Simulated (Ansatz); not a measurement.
We consider Ta2InC (P6₃/mmc, No. 194, 8 atoms in the cell; start mp-22144), described by LDA (Ansatz, a first-principles code, PAW).

Numerical settings: plane-wave cutoff 520 eV, 24×24×4 k mesh (along the axes of the cell as run), Fermi–Dirac smearing 0.05 eV, scalar-relativistic PAW data made under PBE.

Cell (relaxed at this level):

InTa2C has the hexagonal space group P6₃/mmc (No. 194), Pearson symbol hP8. Lattice parameters: a = 3.1172 Å, b = 3.1172 Å, c = 14.2026 Å, α = 90.00°, β = 90.00°, γ = 120.00°. Ta on 4f sees 3 C at 2.156 Å and 3 In at 2.970 Å and 9 Ta at 2.980–3.117 Å. In on 2d is coordinated by 6 Ta at 2.970 Å and 6 In at 3.117 Å (anticuboctahedral). C on 2a sees 6 Ta at 2.156 Å (octahedral). (Neighbours: up to the widest gap in distance over summed covalent radii, below 1.35, at either atom; cation-cation and far metal-metal contacts left out.)

Problem. Estimate the bulk modulus B0 that the calculation returns.

Solution. 
bulk modulus B0: 201 GPa

The run finds no gap.

Note: the bulk modulus is −V dP/dV from two relaxed cells at ±2 % in volume; the relaxation could not lower the start's symmetry, so the cell can be a saddle point above a distorted one.

Spin–orbit coupling is not included; it can open a gap where bands touch, and shift volumes and moduli.

The computed numbers hold no vibrational or temperature effects.

A start named mp-… is a Materials Project structure, which need not be a measured phase.
